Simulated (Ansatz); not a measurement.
The starting structures come from a database of crystals and need not be the phases stable at ambient conditions.

 Where the default PAW files enter, the runs use the earlier of Ansatz's two default sets.

**Evanescent states of K2Ca(CO3)2 (R-3m, not sure to be the ambient phase, 11 atoms a cell, 13.7 Å³ an atom) along the normal of (001)**

Method: r2SCAN (plane waves, PAW; Ansatz, a first-principles code).

The gap is the functional's own, uncorrected, and κ follows it; spin-orbit coupling is left out. Mid-gap values are interpolated between the computed energies.

Energies count from the valence-band top; κ is the least over a 6×6 mesh across the current.

| E (eV) | κ (1/Å) | where |
|---|---|---|
| 0.12 | 0.501 | Γ |
| 0.36 | 0.643 | off Γ |
| 0.60 | 0.648 | off Γ |
| 0.84 | 0.644 | Γ |
| 1.08 | 0.635 | Γ |
| 1.32 | 0.625 | Γ |
| 1.56 | 0.614 | Γ |
| 1.80 | 0.602 | Γ |
| 2.04 | 0.588 | Γ |
| 2.28 | 0.573 | Γ |
| 2.52 | 0.557 | Γ |
| 2.76 | 0.539 | Γ |
| 3.00 | 0.519 | Γ |
| 3.24 | 0.498 | Γ |
| 3.48 | 0.474 | Γ |
| 3.72 | 0.447 | Γ |
| 3.96 | 0.417 | Γ |
| 4.20 | 0.383 | Γ |
| 4.44 | 0.343 | Γ |
| 4.68 | 0.294 | Γ |
| 4.92 | 0.225 | Γ |
| 5.16 | 0.038 | Γ |

How thick must the barrier be to attenuate the transmission by 10^8 when the electrodes' Fermi level lies at 3.00 eV, and what attenuation does that film give at 3.72 eV?

d = 8 ln 10 / (2 × 0.519) = 17.7 Å. At 3.72 eV it gives 8 × 0.447/0.519 = 6.9 decades.
